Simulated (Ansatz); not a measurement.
Base system: CrCuO₂ in the chalcopyrite structure (space group I-42d, No. 122; a = 4.389 Å, c = 9.405 Å; ferromagnetic; a hypothetical phase, not in the database extracts checked).

Level of theory: DFT with PBEsol, PAW potentials and a 420 eV plane-wave cutoff in Ansatz (a first-principles code), no SOC, earlier PAW set.

Base values:

- c/a ratio: 2.143
- Largest site moment: 2.21 μB

The change: full substitution O → N; the structure is relaxed again.

Tabulated Pauling electronegativity and covalent radius: O 3.44, 0.66 Å; N 3.04, 0.71 Å.

What happens to the c/a ratio?

The c/a ratio shrinks by 0.199, from 2.143 to 1.944.

What does the calculation give for the largest site moment after the change?

The largest site moment decreases by 1.35 μB (2.21 μB → 0.86 μB).

Whether these cells are dynamically stable was not tested. As relaxed here, CrCuN2 is a hypothetical phase, not in the database extracts checked. No Hubbard U is applied and the magnetic state is the run's own (CrCuO2 ferromagnetic); small cells can't hold the antiferromagnetic order that many such compounds have, so gaps and moments can be off.
